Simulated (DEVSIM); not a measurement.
Device: Cr/HfO2/p-Si capacitor, at 300 K.

| layer (left to right) | material | thickness (nm) | Na (cm⁻³) |
|---|---|---|---|
| 1 | HfO2 | 29.0 | - |
| 2 | Si | 3400 | 2.8e16 |

Metal gate on the left, work function 4.5 eV. Fixed charge at the semiconductor interface 0 cm⁻² (in units of +e); interface traps 2.9e11 cm⁻² eV⁻¹, uniform in energy, neutral level at 0.5 of the gap above the valence band.

This is a model device: material constants are rounded textbook-type values typed into the input, and sizes, dopings and lifetimes were drawn at random. Values at 300 K.

| parameter | HfO2 | Si |
|---|---|---|
| gap (eV) | 5.7 | 1.124 |
| affinity (eV) | 2.5 | 4.05 |
| permittivity | 22 | 11.7 |
| Nc (cm⁻³) | - | 2.86e19 |
| Nv (cm⁻³) | - | 3.1e19 |

Simulated with DEVSIM: 1D Poisson equation in equilibrium, Boltzmann statistics, complete ionisation; no quantum confinement or tunnelling. Metal contacts follow the ideal Schottky-Mott rule: no Fermi-level pinning, no interface dipoles.

The interface trap density was swept, all else fixed.

```tsv
interface trap density (cm^-2 eV^-1)	flat-band voltage (V)	minimum of the low-frequency capacitance (μF/cm²)	threshold voltage (band bending 2φF) (V)
0	-0.49	0.0566	0.40
1e10	-0.49	0.0579	0.40
1e11	-0.50	0.0696	0.41
2.9e11	-0.52	0.0931	0.42
3e11	-0.52	0.0943	0.42
1e12	-0.58	0.167	0.49
2e12	-0.67	0.244	0.58
```

From the first row to the last the flat-band voltage goes from -0.49 to -0.67. From the first row to the last the minimum of the low-frequency capacitance goes from 0.0566 to 0.244.
